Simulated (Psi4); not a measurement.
Psi4 1.11, TPSS/def2-svpd: C=C(F)[C](F)F, charge +1, multiplicity 1, 8 atoms. The geometry is a generated start, not checked to be a minimum at this level.

```json
{
 "task": "energy",
 "method": "tpss",
 "basis": "def2-svpd",
 "memory": "3 GB",
 "maxiter": "100",
 "keys_of_the_molecule_block": "symmetry c1",
 "scf_type": "df (default)",
 "e_convergence": "1e-06 (default)",
 "d_convergence": "1e-06 (default)",
 "dft_radial_points": "75 (default)",
 "dft_spherical_points": "302 (default)",
 "basis_functions": "145",
 "grid_points": "173529"
}
```

```xyz
8

C     -1.1857     0.0893    -0.4317
C     -0.1038     0.2895     0.3734
F     -0.1753     1.0435     1.4480
C      1.1709    -0.2911     0.1234
F      1.3781    -1.0694    -0.8591
F      2.1853    -0.1050     0.8580
H     -1.1373    -0.5189    -1.3265
H     -2.1322     0.5620    -0.1855
```

Charge 1 and multiplicity 1 are set for this test and not shown to be the ground state.

With the defaults (diis = true, scf_initial_accelerator = adiis, damping_percentage = 0, diis_max_vecs = 10, guess = auto, which took SAD, level_shift = 0, level_shift_cutoff = 0.01) it converges in 10 SCF iterations. One run each on 2 threads, with these changes:
- damping_percentage = 20
- damping_percentage = 60
- guess = gwh
- diis = false, scf_initial_accelerator = none, damping_percentage = 60
- scf_initial_accelerator = ediis
- guess = huckel
- level_shift = 0.1, level_shift_cutoff = 0.001
- guess = core
- diis_max_vecs = 6

### Question
Which runs fail or end elsewhere than the default run?

### Answer
No convergence: diis = false, scf_initial_accelerator = none, damping_percentage = 60 (the run ends without SCF convergence in 100 iterations). The rest reach the solution of the defaults.

| setting | SCF iterations | end |
|---|---|---|
| the defaults | 10 | same solution |
| scf_initial_accelerator = ediis | 10 | same solution |
| diis_max_vecs = 6 | 11 | same solution |
| level_shift = 0.1, level_shift_cutoff = 0.001 | 11 | same solution |
| guess = huckel | 12 | same solution |
| guess = gwh | 14 | same solution |
| guess = core | 15 | same solution |
| damping_percentage = 20 | 21 | same solution |
| damping_percentage = 60 | 67 | same solution |
| diis = false, scf_initial_accelerator = none, damping_percentage = 60 | 100 | no convergence |
